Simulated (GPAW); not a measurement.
GPAW run on SrTiO3 (Pm-3m, 5 atoms in the cell): self-consistent single point.

Method: revPBE+U, GPAW PAW datasets revPBE (gpaw-data 1.0.1) (plane waves; GPAW).

```xyz
5
Lattice="3.9937 0.0000 0.0000 0.0000 3.9937 0.0000 0.0000 0.0000 3.9937" Properties=species:S:1:pos:R:3 pbc="T T T"
Sr     0.0000     0.0000     0.0000
Ti     1.9968     1.9968     1.9968
O      1.9968     0.0000     1.9968
O      0.0000     1.9968     1.9968
O      1.9968     1.9968     0.0000
```

Reference input (self-consistent single point, DFT revPBE, plane waves, GPAW PAW datasets revPBE (gpaw-data 1.0.1)): mode = pw; ecut = 900 eV; xc = revPBE; kpts = 4 4 4; mesh shift (steps) = 0 0 0; occupations.name = methfessel-paxton; occupations.width = 0.02 eV; occupations.order = 0; nbands = -4; convergence.density = 1e-05 e/electron; convergence.energy = 1e-05 eV/electron; convergence.bands = -2. This run's input differs from it in these lines:

```diff
@@ -17,2 +17,3 @@
             xc='revPBE',
+            setups={'Ti': ':d,8.0'},
             kpts={'size': (4, 4, 4), 'gamma': True},
```

Output (repeated stretches shortened):

```
     iter     time        total  log10-change:
                         energy   eigst   dens
iter:   1 --:--:--   -40.218487   +0.71
iter:   2 --:--:--   -38.100623   -0.07  -0.92
iter:   3 --:--:--   -32.622601   +0.32  -0.98
iter:   4 --:--:--   -32.678268   -0.07  -1.32
iter:   5 --:--:--   -33.341568   -0.73  -1.43
   [... 5 lines left out ...]
iter:  11 --:--:--   -32.877681   -2.87  -2.21
iter:  12 --:--:--   -32.876336   -1.92  -2.26
iter:  13 --:--:--   -32.875709   -2.49  -3.00
iter:  14 --:--:--   -32.875582   -2.93  -3.08
iter:  15 --:--:--   -32.875509c  -2.97  -3.09
iter:  16 --:--:--   -32.876321   -2.48  -2.79
   [... lines left out ...]
iter:  35 --:--:--   -32.874966c  -2.27  -4.73
iter:  36 --:--:--   -32.874966c  -2.65  -5.00
iter:  37 --:--:--   -32.874966c  -2.79  -5.04c
iter:  38 --:--:--   -32.874966c  -3.23  -5.00c
iter:  39 --:--:--   -32.874966c  -3.74  -4.90
iter:  40 --:--:--   -32.874966c  -4.19  -5.05c
iter:  41 --:--:--   -32.874966c  -4.89  -5.10c
iter:  42 --:--:--   -32.874966c  -5.43  -5.33c
iter:  43 --:--:--   -32.874966c  -5.69  -5.61c
iter:  44 --:--:--   -32.874966c  -6.18  -5.72c
iter:  45 --:--:--   -32.874966c  -6.21  -5.74c
iter:  46 --:--:--   -32.874966c  -6.97  -5.84c
iter:  47 --:--:--   -32.874966c  -7.43c -5.99c
Converged after 47 iterations.

Dipole moment: (-0.000009, -0.000009, -0.000009) |e|*Ang

Energy contributions relative to reference atoms: (reference = -115856.614496)

Kinetic:        +28.604882
Potential:      -34.218674
External:        +0.000000
XC:             -28.101778
Entropy (-ST):   +0.000000
Local:           +0.840603
SIC:             +0.000000
--------------------------
Free energy:    -32.874966
Extrapolated:   -32.874966

Showing only first 2 kpts
 Kpt  Band  Eigenvalues  Occupancy
  0    18      5.77007    2.00000
  0    19      5.77007    2.00000
  0    20      9.37651    0.00000
  0    21      9.37651    0.00000

  1    18      5.55725    2.00000
  1    19      5.55725    2.00000
  1    20      9.48951    0.00000
  1    21     10.28497    0.00000

Fermi level: 7.17857

Gap: 3.108 eV
Transition (v -> c):
   [... lines left out ...]
Direct gap: 3.606 eV
   [... lines left out ...]
Energy (eV): -32.874966

Forces in eV/Ang:
  0 Sr    0.00000    0.00000    0.00000
  1 Ti    0.00000    0.00000    0.00000
  2 O    -0.00000   -0.00000    0.00000
  3 O     0.00000   -0.00000    0.00000
  4 O     0.00000    0.00000    0.00000

Stress tensor:
    -0.004895     0.000000     0.000000
     0.000000    -0.004895     0.000000
     0.000000     0.000000    -0.004895
Stress (GPa, Voigt): [-0.7843 -0.7843 -0.7843  0.      0.      0.    ]
```

The run converged in 47 iterations. GPAW prints stress with tension positive. Against the reference run the gap on the mesh goes from 1.775 to 3.108 eV.

At such cutoffs GPAW's stress carries a finite-basis (Pulay) error, which enters relaxed cells too; its log prints stress with tension positive.

The starting cell comes from a database of computed structures (which also holds hypothetical and non-ambient phases and stackings), without a prior relaxation at this level. Its lattice was rescaled by a random factor within 2.5 % of one. Spin polarisation is off. The U value is a test value, and with U on an open shell several self-consistent states can exist.
